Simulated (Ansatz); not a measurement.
# A computed series for AlCo: point defects

Base system: an 8-atom supercell of AlCo in the CsCl type structure (space group Pm-3m, No. 221; non-magnetic) at its relaxed geometry.

```yaml
crystal:
  lattice:
    - [2.82258, -2.82258, -2.82258]
    - [-2.82258, 2.82258, -2.82258]
    - [2.82258, 2.82258, 2.82258]
  atoms:
    - { symbol: Al, position: [0.50000, 0.50000, 0.00000] }
    - { symbol: Al, position: [0.00000, 0.00000, 0.00000] }
    - { symbol: Al, position: [0.00000, 0.50000, 0.50000] }
    - { symbol: Al, position: [0.50000, 0.00000, 0.50000] }
    - { symbol: Co, position: [0.50000, 0.50000, 0.50000] }
    - { symbol: Co, position: [0.00000, 0.00000, 0.50000] }
    - { symbol: Co, position: [0.00000, 0.50000, 0.00000] }
    - { symbol: Co, position: [0.50000, 0.00000, 0.00000] }
```

One neutral defect a cell, atoms relaxed at fixed cell.

Calculations: Kohn–Sham DFT with the PBEsol functional, run in Ansatz (a quantum-chemistry and plane-wave program) with PAW and 420 eV plane waves, no spin-orbit coupling, earlier PAW set.

| change | pressure | largest displacement of a host atom from its site in the perfect cell |
|---|---|---|
| perfect supercell | 0.0 GPa | – |
| Al on a Co site (antisite) | 15.2 GPa | 0.13 Å |
| Al interstitial (started 1.41 Å from the nearest host atom) | 68.3 GPa | 1.75 Å |
| H interstitial (started 1.49 Å from the nearest host atom), symmetric start | 7.8 GPa | 0.10 Å |

Other magnetic orders, which the real material may have, were not ruled out. In so small a cell the defect repeats every few ångströms: this is an ordered compound, not a dilute defect. Defects with a symmetric start kept the site's symmetry and may sit on a saddle; the others started slightly shaken. Starting moments died away, wholly or in part, for Al on a Co site (antisite), the base and Al interstitial (started 1.41 Å from the nearest host atom); another magnetic solution may exist. Spin-polarised in the final run: Al on a Co site (antisite), Al interstitial (started 1.41 Å from the nearest host atom) and H interstitial (started 1.49 Å from the nearest host atom); the other runs are not.
